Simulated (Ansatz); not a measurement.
What O → S does to SrTiO3

Start from SrTiO3 (space group I4/mcm, No. 140; a = 5.487 Å, c = 7.809 Å).

One thing is altered: every O is replaced by S; the structure is relaxed again.

All numbers come from PBEsol, PAW, 420 eV (Ansatz, a first-principles code; without spin-orbit coupling). Settings: 10×10×10 k-points, 0.05 eV Fermi–Dirac smearing, for the changed cell.

```json
{
 "volume_per_atom": "20.45 Å³ (base 11.76 Å³)",
 "lattice_parameter_a": "6.442 Å (base 5.487 Å)",
 "c/a ratio": "1.530 (base 1.423)",
 "shortest_interatomic_distance": "2.367 Å (base 1.949 Å)",
 "band_gap": "zero (base 1.97 eV)"
}
```

Final structure:

```yaml
crystal:
  lattice:
    - [-3.22118, 3.22118, 4.92753]
    - [3.22118, -3.22118, 4.92753]
    - [3.22118, 3.22118, -4.92753]
  atoms:
    - { symbol: Sr, position: [0.75000, 0.25000, 0.50000] }
    - { symbol: Sr, position: [0.25000, 0.75000, 0.50000] }
    - { symbol: Ti, position: [0.00000, 0.00000, 0.00000] }
    - { symbol: Ti, position: [0.50000, 0.50000, 0.00000] }
    - { symbol: S, position: [0.82052, 0.32052, 0.14104] }
    - { symbol: S, position: [0.17948, 0.67948, 0.85896] }
    - { symbol: S, position: [0.32052, 0.17948, 0.50000] }
    - { symbol: S, position: [0.67948, 0.82052, 0.50000] }
    - { symbol: S, position: [0.75000, 0.75000, 0.00000] }
    - { symbol: S, position: [0.25000, 0.25000, 0.00000] }
```

No phonon test of stability was made. As relaxed here, SrTiS3 is a hypothetical phase, not in the database extracts checked. The final runs are not spin-polarised. Gaps under 0.05 eV, about the width of the smearing, are given as zero. This is not the structure that SrTiO3 has at room temperature and ambient pressure. A zero or small gap of SrTiS3 can be the functional's error rather than a property of the material.
